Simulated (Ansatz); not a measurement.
System: AlB2-type MgB2. Method: PBEsol (plane waves, PAW; Ansatz, a quantum-chemistry and plane-wave program).

Input:

Ansatz 0.2 input:
```yaml
crystal:
  lattice:
    - [1.5417, -2.670303, 0.0]
    - [1.5417, 2.670303, 0.0]
    - [0.0, 0.0, 3.5213]
  atoms:
    - { symbol: Mg, position: [0.0, 0.0, 0.0] }
    - { symbol: B, position: [0.33333333, 0.66666667, 0.5] }
    - { symbol: B, position: [0.66666667, 0.33333333, 0.5] }
basis:
  ecutwfc: 520
  ecutrho_ratio: 4
  xc_grid: 2
kpoints:
  mp_grid: { grid: [24, 24, 16] }
hamiltonian:
  xc: pbesol
  dispersion: none
  pseudopotentials: { kind: paw }
scf:
  occupations: { method: fermi_dirac, width: 0.05 }
  convergence: { dr2_threshold: 0.0000000003 }
output:
  forces: true
  stress: true
  eigenvalues: true
```

Q: How many irreducible k-points, plane waves at Γ does the program set up, and what pressure does the run end with?

A: 549 irreducible k-points, 781 plane waves at Γ; P = -2.94 GPa, so the cell is stretched on average and its volume would shrink at this level.

Excerpt of the program's output:

```
Crystal: 3 atoms, lattice volume = 28.993 Å³
Basis set: ecut = 520 eV, 781 PW (Γ), exchange–correlation on 48×48×54 points (8 copies of the dense FFT grid, shifted against one another)
Bands: 12, of which v1, the nominal top of the filled ones, is band 8 counted from 1 (7 counted from 0)
Symmetry: 24 space group operations
Space group: P6/mmm (ITA 191), of the structure as read, at distance tolerance 3.1e-5 Å
k-points: 549 of 9216
Functional: x = pbesol(κ = 0.804, μ = 0.12345679012345678), c = pbesol(β = 0.046)
SCF iter   1: F=—  HF=-2217.792363 eV  |F-HF|=—  |Δ(HF+E_count)|=         —  Δρ=3.98e-3  dr2=6.20e-3
SCF iter   2: F=—  HF=-2217.791227 eV  |F-HF|=—  |Δ(HF+E_count)|=   1.14e-3  Δρ=2.30e-3  dr2=2.26e-3
  ...
SCF iter   6: F=—  HF=-2217.790478 eV  |F-HF|=—  |Δ(HF+E_count)|=   2.29e-7  Δρ=4.86e-6  dr2=2.65e-9
SCF iter   7: F=-2217.790478 eV  HF=-2217.790478 eV  |F-HF|=6.64e-11  |Δ(HF+E_count)|=   2.43e-9  Δρ=7.79e-7  dr2=5.01e-11
SCF 1 converged in 7 iterations: F = -2217.790478 eV  dr2 = 5.01e-11
SCF converged after 7 iterations
Free energy (F): -2217.790478 eV
Internal energy: -2217.784933 eV  (E = F + TS)
E sigma→0 (E₀):  -2217.787706 eV
Fermi energy:    9.155587 eV
--- Forces (eV/Å), atoms counted from 1 ---
  atom   1  Mg     0.00000000     0.00000000     0.00000000
  atom   2  B      0.00000000     0.00000000     0.00000000
  atom   3  B      0.00000000    -0.00000000     0.00000000
--- Stress (GPa, compression-positive) ---
       -3.279866       0.000000       0.000000
       -0.000000      -3.279866       0.000000
        0.000000       0.000000      -2.247023
  P = ⅓ Tr σ = -2.9356 GPa (-29.356 kbar)
```

The PAW data were made under PBE.

Note: cell and atoms aren't relaxed at this level (pressure -2.9 GPa).
